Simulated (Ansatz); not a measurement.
How far PBE and r2SCAN part for W, pressure 15 GPa

Base system: W in the bcc (W type) structure (space group Im-3m, No. 229; a = 3.1835 Å).

(Cell as relaxed with PBE.)

Levels (all Ansatz, a program for electronic structure, PAW): PBE (420 eV, without spin-orbit coupling); r2SCAN (500 eV, no spin-orbit coupling).

Each level relaxes its own structure.

```tsv
base	PBE	r2SCAN
volume per atom	16.13 Å³	15.92 Å³
lattice parameter a	3.184 Å	3.169 Å
band gap	zero	zero
```

It is then changed as follows: cell and atoms relaxed at a pressure of 15 GPa.

| quantity | PBE | r2SCAN |
|---|---|---|
| shortest interatomic distance | 2.716 Å | 2.705 Å |
| band gap | zero | zero |

PBE's shortest interatomic distance lies 0.011 Å above r2SCAN's (0.4 %); the two agree on the band gap. Neither level is exact; r2SCAN is the comparison here, not a measurement.

Load acts through the strain it causes; cell and atoms are relaxed under it. No phonon test of stability was made. No other phases were tried under pressure. All final runs are without spin polarisation.
